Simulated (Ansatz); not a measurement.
Structure of amorphous B$_{22}$Li$_{14}$O$_{40}$ (periodic cell):

```xyz
76
Lattice="9.1257 0.1081 0.1410 0.1081 9.6237 0.0904 0.1410 0.0904 9.5454" Properties=species:S:1:pos:R:3 pbc="T T T"
B      3.4557     8.8198     2.1870
B      8.8871     2.4228     8.1332
B      4.0653     1.7087     6.2641
B      0.7863     2.0423     3.6327
B      6.5442     4.7358     5.2133
B      6.1794     7.0247     6.1316
B      3.8819     2.1537     0.5917
B      4.5408     6.6120     1.8785
B      1.0132     9.6341     2.3105
B      3.7468     0.3458     8.3048
B      4.5505     6.0420     4.4790
B      8.0216     2.6477     5.6150
B      7.6702     4.0344     0.2303
B      6.8154     7.4781     0.9485
B      5.1586     1.0141     2.4337
B      6.0022     1.4660     4.6488
B      3.9033     4.7221     0.2381
B      7.3470     8.0005     8.0748
B      2.0217     6.0293     5.3150
B      1.5245     8.5364     5.3687
B      8.2545     8.3233     5.8553
B      8.9545     7.4642     2.3013
Li     2.9681     1.1461     3.9756
Li     2.3728     2.7598     8.1654
Li     4.4317     7.3235     8.7793
Li     9.0553     5.0940     4.1195
Li     1.4081     1.4935     6.1204
Li     5.6941     4.2772     2.5246
Li     2.4803     3.7525     4.9528
Li     7.9602     2.2481     1.7202
Li     6.3043     7.9885     3.5400
Li     6.1348     5.4387     8.1576
Li     3.6486     8.3456     6.3557
Li     8.5902     4.9848     7.1052
Li     2.2959     5.9518     2.5623
Li     1.2538     9.2523     8.3998
O      1.9376     2.6706     3.4511
O      6.9506     1.6432     5.5688
O      3.2231     8.7979     8.2804
O      0.2207     1.1395     2.6275
O      5.5040     7.1103     0.8755
O      0.1229     2.0983     4.8430
O      3.1071     5.6661     4.4614
O      4.3062     5.4459     8.6651
O      3.4078     3.3492     0.1391
O      3.6594     1.0906     9.4951
O      8.2627     3.0121     7.0258
O      7.5571     3.8691     4.8580
O      4.5287     0.8507     7.2554
O      2.4021     9.6564     2.4949
O      7.5292     7.3969     2.1258
O      6.2429     1.2160     3.2776
O      3.3291     7.5388     1.7854
O      7.0654     7.9186     5.3042
O      2.3251     9.6012     5.3828
O      0.4851     6.3565     2.7160
O      0.1885     8.5641     4.9357
O      3.0591     2.5728     6.4032
O      4.7249     9.3710     2.4992
O      8.4132     8.3484     7.2477
O      2.0498     7.3305     5.8337
O      0.3831     8.5878     1.7138
O      8.5015     2.8623     9.4015
O      7.1506     3.9342     1.4814
O      4.7238     2.0898     1.6999
O      5.0276     6.6449     3.2182
O      4.8597     6.9637     5.5901
O      5.3539     4.7500     4.5466
O      6.8342     5.6806     6.1912
O      7.8018     5.1405     8.8894
O      0.8069     1.4442     7.8986
O      4.0249     5.2343     1.5463
O      6.1686     7.5128     7.5531
O      7.5710     8.1845     9.4092
O      1.0609     5.1360     5.5535
O      4.6482     1.5155     4.9679
```

The numbers are results of PBE, scalar-relativistic without spin-orbit coupling (plane waves to 420 eV, PAW; Ansatz, a first-principles code), not measurements.

It comes from a melt-quench run on a machine-learned potential (CHGNet), relaxed afterwards by DFT. O atoms were pushed apart under 1.9 Å during the dynamics, to hinder bonds among them. The hot cell started wider than the set density and was brought back towards it in steps. It is the lowest in DFT energy of 2 quenches. It is a model cell: composition and starting density were chosen by hand, and all elements were melted together. No dispersion term was used. Its density started from a set value of 1.93 and ended at 1.93 g/cm³. The simulated quench (nominally 210 K/ps over its main leg) is rapid and tends to freeze in more defects than a deposited or slowly cooled glass has. One small periodic cell is one sample of the glass; other quenches scatter about these values. Volume and shape were free in the relaxation.

Neighbours within B-B 1.97 Å, B-Li 2.35 Å, B-O 1.72 Å, Li-Li 2.86 Å, Li-O 2.30 Å, O-O 1.58 Å count as bonded. Two cations that share two anions don't count as bonded, nor two that share one unless they lie closer than B-B 1.80 Å, B-Li 2.29 Å, Li-Li 2.78 Å.

Problem. Give the coordination numbers, mean bond lengths and angles.

Solution. 
The mean coordination of B by anions comes out as 3.18 (18 with 3, 4 with 4) and the mean coordination of Li by anions is 3.50 (1 with 2, 5 with 3, 8 with 4); 6 close contacts or bonds to cations besides. The mean coordination of O comes out as 2.98 (10 with 2, 21 with 3, 9 with 4) and the mean B-O bond comes out as 1.407 Å (spread 0.055 Å, 70 counted). The mean Li-O bond comes out as 1.991 Å (spread 0.089 Å, 49 counted) and the mean Li-Li close contact comes out as 2.726 Å (spread 0.037 Å, 3 counted). The bond angle at B is mean 116.7°, spread 6.1°, the bond angle at Li is mean 104.0°, spread 27.2° and the bond angle at O is mean 113.5°, spread 16.9°.

Problem. List the pairs of like atoms that count as bonded by the rules above.

Solution. Li23-Li27 (2.67 Å), Li25-Li33 (2.74 Å), Li27-Li29 (2.76 Å).
